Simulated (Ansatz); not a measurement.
Input and report of a finite-temperature phonon run in Ansatz (PBE). The cell is fixed at its relaxed static size. Melting and transitions to other phases are not modelled. An odd repeat of the supercell leaves out some zone-boundary points, where instabilities often lie.

Ansatz 0.2 input:
```yaml
crystal:
  lattice:
    - [0.0, 3.1905838597, 3.1905838597]
    - [3.1905838597, 0.0, 3.1905838597]
    - [3.1905838597, 3.1905838597, 0.0]
  atoms:
    - { symbol: Cl, position: [0.0, 0.0, 0.0] }
    - { symbol: K, position: [0.5, 0.5, 0.5] }
kpoints:
  mp_grid: { grid: [6, 6, 6] }
hamiltonian:
  xc: pbe
  pseudopotentials: { kind: paw }
scf:
  occupations: { method: fixed }
phonons:
  supercell: [3, 3, 3]
  self_consistent:
    temperatures: [300, 600]
    max_frequency_error: 3.0
    max_frames: 240
checkpoint:
  write: run
output:
  stress: true
```

```
--- Phonons at temperature: the self-consistent harmonic approximation ---
  24 frames of 54 atoms (3×3×3 cells), in populations of 8, 8 at 600 K and 8 at 300 K: nothing lacks frames
  of 24 their SCF's own steps read whether they stand on a minimum of the electronic energy; no probe, look outside the group or whole filling of a shell is made of a frame, whatever scf.lower_state_search; one on another minimum than the …
  at 300 K
    the largest error of a frequency is 0.03 times what was asked for; the fitted model misses 1.1 % of the forces, every mode counted alike and far frames for less, of frames that it was not fitted to; the frames count as 8.0 of this …
    softest of the free energy's second derivatives: 49.81 ± 0.03 cm⁻¹ at q 0.3333 0.3333 0.0000; not told ahead of this temperature's last population
    the crystal stands in this phase at this temperature, as far as these wave vectors tell
    the ions' mean positions are those at rest
    free energy -2621.327145 ± 0.000033 eV a cell, of which vibrations -0.101037; entropy 81.762 ± 0.009 J/(mol·K) of cells
      by the supercell's own 159 modes alone, which lack the rigid motions: not to be laid beside figures on a mesh. There are none: the force constants hold no dipole–dipole term between the supercell's wave vectors
      the supercell's own free energy is the best Gaussian's, an upper bound on the crystal's: what lies beyond it on the fitted surface stands below, to be added
    pressure 0.5732 ± 0.0014 GPa; at rest 0.0035, so that the ions' motion makes +0.5697
      stress (GPa, positive in compression): xx 0.5732 ± 0.0014, yy 0.5732 ± 0.0014, zz 0.5732 ± 0.0014, yz -0.0000 ± 0.0000, xz 0.0000 ± 0.0000, xy 0.0000 ± 0.0000
      by the supercell's own 159 modes alone, which lack the rigid motions: in the warmth about 1/54 of what the motion makes, which no ± holds; not to be laid beside figures on a mesh
    beyond the Gaussian, in the hollow that it stands in and those that the ions reach from there, by exact statistics on the surface that is fitted to the frames (rings of 2 beads):
      free energy -0.003350 ± 0.000104 eV a cell
      leaving out a pair of frames, or group of many, changes the fitted energy by up to 0.02 k_B T, T the rings' temperature (one standard deviation); of these ± those of the frequencies lack the bias that few frames leave, and those of …
      pressure +0.0312 ± 0.0021 GPa; with it, by the rings' own mean, 0.6044 ± 0.0026, so that the ions' motion makes +0.6008: by the supercell's own 159 modes alone, as the Gaussian's
      mean square displacement, over the three axes, of site 1 from 0, K, the most changed: 0.06953 ± 0.00034 Å², of which +0.00744 beyond the Gaussian's
      softest frequency by how far the rings' centres move (above zero always: no sign of whether the crystal stands): 49.55 ± 0.05 cm⁻¹ at q 0.3333 0.3333 0.0000
    frequencies (cm⁻¹; below zero: imaginary; ±: error) of the harmonic crystal, of the Gaussian, of the free energy's second derivatives, each in its own ascending order
      q 0.0000 0.0000 0.0000
           125.46      135.14 ±  0.10      124.06 ±  0.17
           125.46      135.14 ±  0.10      124.06 ±  0.17
           125.46      135.14 ±  0.10      124.06 ±  0.17
      q 0.0000 0.0000 0.3333, and 7 like it
            69.90       74.30 ±  0.02       67.60 ±  0.06
            69.90       74.30 ±  0.02       67.60 ±  0.06
           103.78      106.79 ±  0.05      102.50 ±  0.10
           113.31      121.33 ±  0.05      111.11 ±  0.10
           113.31      121.33 ±  0.05      111.11 ±  0.10
           173.96      179.09 ±  0.03      172.20 ±  0.04
      q 0.0000 0.3333 0.3333, and 5 like it
            52.08       50.07 ±  0.03       49.81 ±  0.03
            52.08       50.07 ±  0.03       49.81 ±  0.03
           118.65      127.53 ±  0.06      118.98 ±  0.15
           128.65      138.46 ±  0.07      128.45 ±  0.14
           128.65      139.08 ±  0.06      128.45 ±  0.14
           136.70      139.08 ±  0.06      133.65 ±  0.12
      q 0.0000 0.3333 0.6667, and 11 like it
            81.27       83.83 ±  0.05       78.13 ±  0.07
            89.37       87.28 ±  0.06       86.96 ±  0.06
           113.14      118.30 ±  0.05      112.25 ±  0.08
           116.38      122.30 ±  0.03      113.73 ±  0.05
           130.01      137.84 ±  0.05      129.15 ±  0.19
           133.03      144.07 ±  0.02      133.94 ±  0.18
  at 600 K
    the largest error of a frequency is 0.05 times what was asked for; the fitted model misses 1.4 % of the forces, every mode counted alike and far frames for less, of frames that it was not fitted to; the frames count as 10.4 of this …
    softest of the free energy's second derivatives: 48.12 ± 0.05 cm⁻¹ at q 0.6667 0.0000 0.6667; not told ahead of this temperature's last population
    the crystal stands in this phase at this temperature, as far as these wave vectors tell
    the ions' mean positions are those at rest
    free energy -2621.636954 ± 0.000096 eV a cell, of which vibrations -0.410846; entropy 113.819 ± 0.021 J/(mol·K) of cells
      by the supercell's own 159 modes alone, which lack the rigid motions: not to be laid beside figures on a mesh. There are none: the force constants hold no dipole–dipole term between the supercell's wave vectors
      the supercell's own free energy is the best Gaussian's, an upper bound on the crystal's: what lies beyond it on the fitted surface stands below, to be added
    pressure 1.0463 ± 0.0020 GPa; at rest 0.0035, so that the ions' motion makes +1.0428
      stress (GPa, positive in compression): xx 1.0463 ± 0.0020, yy 1.0463 ± 0.0020, zz 1.0463 ± 0.0020, yz -0.0000 ± 0.0000, xz 0.0000 ± 0.0000, xy -0.0000 ± 0.0000
      by the supercell's own 159 modes alone, which lack the rigid motions: in the warmth about 1/54 of what the motion makes, which no ± holds; not to be laid beside figures on a mesh
    beyond the Gaussian, in the hollow that it stands in and those that the ions reach from there, by exact statistics on the surface that is fitted to the frames (rings of 2 beads):
      free energy -0.012078 ± 0.000505 eV a cell
      leaving out a pair of frames, or group of many, changes the fitted energy by up to 0.05 k_B T, T the rings' temperature (one standard deviation); of these ± those of the frequencies lack the bias that few frames leave, and those of …
      pressure +0.0896 ± 0.0054 GPa; with it, by the rings' own mean, 1.1358 ± 0.0061, so that the ions' motion makes +1.1322: by the supercell's own 159 modes alone, as the Gaussian's
      mean square displacement, over the three axes, of site 1 from 0, K, the most changed: 0.14507 ± 0.00082 Å², of which +0.02569 beyond the Gaussian's
      softest frequency by how far the rings' centres move (above zero always: no sign of whether the crystal stands): 47.52 ± 0.13 cm⁻¹ at q 0.6667 0.0000 0.6667
    frequencies (cm⁻¹; below zero: imaginary; ±: error) of the harmonic crystal, of the Gaussian, of the free energy's second derivatives, each in its own ascending order
      q 0.0000 0.0000 0.0000
           125.46      142.06 ±  0.20      122.30 ±  0.33
           125.46      142.06 ±  0.20      122.30 ±  0.33
           125.46      142.06 ±  0.20      122.30 ±  0.33
      q 0.0000 0.0000 0.3333, and 7 like it
            69.90       77.49 ±  0.03       66.07 ±  0.14
```

Cost: very roughly 80 core-minutes.

Ansatz is an electronic-structure program.
